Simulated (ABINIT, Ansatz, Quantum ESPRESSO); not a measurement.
Pb (Fm-3m, 1 atom in the cell) computed with different codes at matched settings

Self-consistent single point.

```
CELL_PARAMETERS angstrom
      0.00000     2.51970     2.51970
      2.51970     0.00000     2.51970
      2.51970     2.51970     0.00000
ATOMIC_POSITIONS crystal
  Pb 0.00000 0.00000 0.00000
```

Shared settings, as Ansatz (an electronic-structure program) writes them: kpoints.mp_grid.grid = 8 8 8; magnetization.spin_orbit = true; scf.occupations.method = fermi_dirac; scf.occupations.width = 0.0073 Ry. Potentials and cutoffs stand in the table.

```json
[
 {"code": "Ansatz", "model": "PBE with spin-orbit coupling, default PAW files", "pressure (GPa)": "0.04", "cutoff": "default"},
 {"code": "Quantum ESPRESSO", "model": "PBE, spin-orbit coupling, PSlibrary fully relativistic PAW (PBE, semicore) pseudopotentials", "pressure (GPa)": "-1.07", "cutoff": "55 Ry"},
 {"code": "ABINIT", "model": "PBE, spin-orbit coupling, norm-conserving pseudopotentials (PseudoDojo nc-fr-04 PBE standard)", "pressure (GPa)": "0.13", "cutoff": "28 Ha"}
]
```

The spread over the programs that give each value: pressure within 1.20 GPa.

Ansatz's pressure is given at a fixed set of plane waves, as the other plane-wave codes print theirs. In the pressure, Quantum ESPRESSO (by 1.12) lies more than 1 GPa from the median of the plane-wave programs.

The starting cell comes from a database of computed structures (which also holds hypothetical and non-ambient phases and stackings), without a prior relaxation at this level. Its lattice was rescaled by a random factor within 2.5 % of one.

Left out of this page: Elk (with a known weakness of the program); FLEUR (failed or unconverged); SIESTA (not drawn, or without a comparable value).

Keys are those of Ansatz 0.2.
